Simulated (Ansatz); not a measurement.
Band structure of Na (Im-3m, 1 atom in the cell).

```yaml
crystal:
  lattice:
    - [-2.13000, 2.13000, 2.13000]
    - [2.13000, -2.13000, 2.13000]
    - [2.13000, 2.13000, -2.13000]
  atoms:
    - { symbol: Na, position: [0.00000, 0.00000, 0.00000] }
```

Computed with PBE (plane waves, PAW; Ansatz, a quantum-chemistry and plane-wave program).

Settings: kpoints.mp_grid.grid = 9 9 9; hamiltonian.xc = pbe; hamiltonian.pseudopotentials = {kind: paw} (the program's default PAW files); scf.occupations.method = fermi_dirac; scf.occupations.width = 0.1 eV; kpoints.band_path.npoints = 8.

The starting cell has typed, rounded lattice constants, without a prior relaxation at this level.

Levels in eV from the Fermi level, bands 1 to 8:
| point | 1 | 2 | 3 | 4 | 5 | 6 | 7 | 8 |
|---|---|---|---|---|---|---|---|---|
| Γ | -53.04 | -24.94 | -24.94 | -24.94 | -3.20 | 11.45 | 11.45 | 11.45 |
| H | -53.04 | -24.97 | -24.97 | -24.97 | 4.44 | 4.44 | 4.74 | 4.74 |
| N | -53.04 | -24.97 | -24.95 | -24.94 | 0.74 | 1.16 | 8.03 | 8.86 |
| P | -53.04 | -24.96 | -24.96 | -24.96 | 2.65 | 2.65 | 2.65 | 4.16 |

Bands cross the Fermi level along this path, so the cell is metallic at this level.

Keys are those of Ansatz 0.2.
